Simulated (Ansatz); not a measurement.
The starting structures come from a database of crystals and need not be the phases stable at ambient conditions.

By LDA and PBEsol, the system below comes out a metal.

Here is the system:

```xyz
1
Lattice="3.1611 0.0000 0.0000 0.0000 4.4705 0.0000 1.5806 2.2353 1.5806" Properties=species:S:1:pos:R:3 pbc="T T T"
Hf     0.0000     0.0000     0.0000
```

Space group of this cell: Fm-3m, fcc (Cu type). The cell is taken as given; by PBEsol its mean pressure is -3.6 GPa.

The current runs along the normal of the first two printed vectors, the (110) plane. All runs by Ansatz (a quantum-chemistry and plane-wave program), plane waves and PAW, without spin-orbit coupling; the base is PBEsol.

```tsv
run	mean pressure (GPa)	G/A, both spins (10¹⁵ S/m²)
base	-3.6	1.22
all lengths scaled by 0.98	2.9	1.31
all lengths scaled by 1.02	-8.7	___
lda in place of pbesol	-7.6	___
lengths across the current scaled by 0.98, ions clamped	0.6	1.31
lengths along the current scaled by 1.03, ions clamped	-6.2	1.21
```

**Question.** Fill in the missing entries.

**Answer.** 
- all lengths scaled by 1.02, G/A, both spins (10¹⁵ S/m²): 1.13
- lda in place of pbesol, G/A, both spins (10¹⁵ S/m²): 1.25
